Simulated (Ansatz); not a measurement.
Consider ZnS in the zinc blende structure (space group F-43m, No. 216; a = 5.2968 Å). Axes: x, y, z lie along the cube axes.

Computed with LDA (Ansatz, a quantum-chemistry and plane-wave program), no SOC.

Base values:

| Quantity | Result |
|---|---|
| Valley order | Γ 2.13 eV; X along ⟨100⟩ 3.05 eV; L along ⟨111⟩ 3.20 eV |
| Valence-band top at Γ | 0.00, 0.00, 0.00 eV |

Modification: the cell is compressed by 1.00 % along z with no lateral relaxation; the atoms relax in the strained cell.

**Question.** Estimate the effect on the valley order, valence-band top at Γ and energy relative to the base.

**Answer.** The valley order (the lowest conduction-band minima on the path, energy above the VBM, named in the base's zone) goes from Γ 2.13 eV; X along ⟨100⟩ 3.05 eV; L along ⟨111⟩ 3.20 eV to Γ 2.15 eV; X along [001] 2.96 eV; X along [100] 3.02 eV; L along [1-11] 3.20 eV; the valence-band top at Γ (three highest levels, from the VBM) changes from 0.00, 0.00, 0.00 eV to 0.00, -0.04, -0.04 eV; the energy goes up by 0.7 meV/atom.

The levels and masses belong to the bands next to the band gap. Stability against distortions was not tested.
